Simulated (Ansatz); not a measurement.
Ansatz (a first-principles code) run on Sr2GaSi (Amm2, 4 atoms in the cell): self-consistent single point.

Method: LDA (PW92), default PAW files made with PBE (plane waves; Ansatz).

```
CELL_PARAMETERS angstrom
      4.24356     0.00000     0.00000
      0.00000     2.36850     5.90912
      0.00000    -2.36850     5.90912
ATOMIC_POSITIONS crystal
  Sr 0.50000 0.64347 0.64347
  Sr 0.00000 0.35878 0.35878
  Ga 0.50000 0.93840 0.93840
  Si 0.00000 0.06359 0.06359
```

Reference input (self-consistent single point, DFT, LDA (PW92), plane waves, default PAW files made with PBE): basis.ecutwfc = 420 eV; kpoints.mp_grid.grid = 8 8 8; hamiltonian.xc = lda; hamiltonian.pseudopotentials = {kind: paw} (the program's default PAW files); scf.occupations.method = gaussian; scf.occupations.width = 0.1 eV. This run's input differs from it in these lines:

Ansatz 0.2 input:
```diff
@@ -15,3 +15,3 @@
   mp_grid:
-    grid: [8, 8, 8]
+    grid: [13, 13, 13]
 hamiltonian:
@@ -22,4 +22,4 @@
   occupations:
-    method: gaussian
-    width: 0.1 eV
+    method: cold
+    width: 0.01 eV
 output:
```

Output, abridged:

```
SCF iter   1: F=—  HF=-11206.190009 eV  |F-HF|=—  |Δ(HF+E_count)|=         —  Δρ=5.03e-3  dr2=1.88e-2  ethr=1.77e-3  ⟨swp⟩=9.7  Hψ=47822  notcnv=0
all-band conjugate gradients solve this SCF's bands
preconditioner: auto → Kerker (q_TF=auto, 2.246 Å⁻¹)
SCF iter   2: F=—  HF=-11206.187332 eV  |F-HF|=—  |Δ(HF+E_count)|=   2.68e-3  S|Δr|=    0.00e0  Δρ=2.76e-3  dr2=7.03e-3  ethr=5.09e-5  ⟨swp⟩=3.4  Hψ=17530  notcnv=0  defer=107
   [... lines left out ...]
SCF iter   6: F=—  HF=-11206.185764 eV  |F-HF|=—  |Δ(HF+E_count)|=   6.00e-6  S|Δr|=    0.00e0  Δρ=4.15e-5  dr2=4.62e-6  ethr=8.20e-8  ⟨swp⟩=2.2  Hψ=11868  notcnv=0  defer=171
SCF iter   7: F=—  HF=-11206.185763 eV  |F-HF|=—  |Δ(HF+E_count)|=   8.28e-7  S|Δr|=    0.00e0  Δρ=7.41e-6  dr2=2.06e-7  ethr=1.25e-8  ⟨swp⟩=2.0  Hψ=9040  notcnv=0  defer=171
SCF iter   8: F=-11206.185763 eV  HF=-11206.185763 eV  |F-HF|=1.17e-8  |Δ(HF+E_count)|=   1.33e-8  S|Δr|=    0.00e0  Δρ=3.25e-6  dr2=2.19e-8  ethr=2.70e-10  ⟨swp⟩=8.7  Hψ=38675  notcnv=0
SCF 1 converged in 8 iterations: F = -11206.185763 eV  dr2 = 2.19e-8
Stability not checked (fill_not_monotonic)
Free energy (F): -11206.185763 eV
Internal energy: -11206.185749 eV  (E = F + TS)
E sigma→0 (E₀):  -11206.185758 eV
Entropy (-TS):   -0.000014 eV (-0.004 meV/atom)
Fermi energy:    6.994819 eV
--- Forces (eV/Å), atoms counted from 1 ---
  atom   1  Sr     0.00000000     0.00000000    -0.26863375
  atom   2  Sr     0.00000000     0.00000000     0.17675677
  atom   3  Ga     0.00000000     0.00000000     0.12823317
  atom   4  Si     0.00000000     0.00000000    -0.03634247
--- Stress (GPa, compression-positive) ---
       -3.332564       0.000000       0.000000
        0.000000      -3.222198       0.000000
        0.000000       0.000000      -3.020756
  P = ⅓ Tr σ = -3.1918 GPa (-31.918 kbar)
  The stress holds the Pulay correction. Without it, at fixed plane waves, as pw.x and ABINIT print it: P = -3.2040 GPa
```

The run converged in 8 iterations. Against the reference run the free energy is nearly the same (within 1 meV/atom), the pressure stays at -3.19 GPa and the largest force goes from 0.260 to 0.269 eV/Å.

The starting cell comes from a database of computed structures (which also holds hypothetical and non-ambient phases and stackings), without a prior relaxation at this level. Its lattice was rescaled by up to half a per cent. One atom was moved a little off its site on purpose. With a pressure of about -3 GPa the cell is away from its equilibrium volume at this level. Ansatz's pressure includes its estimate of the finite-basis (Pulay) stress.

Cost on one core of a shared machine: roughly 80 s.
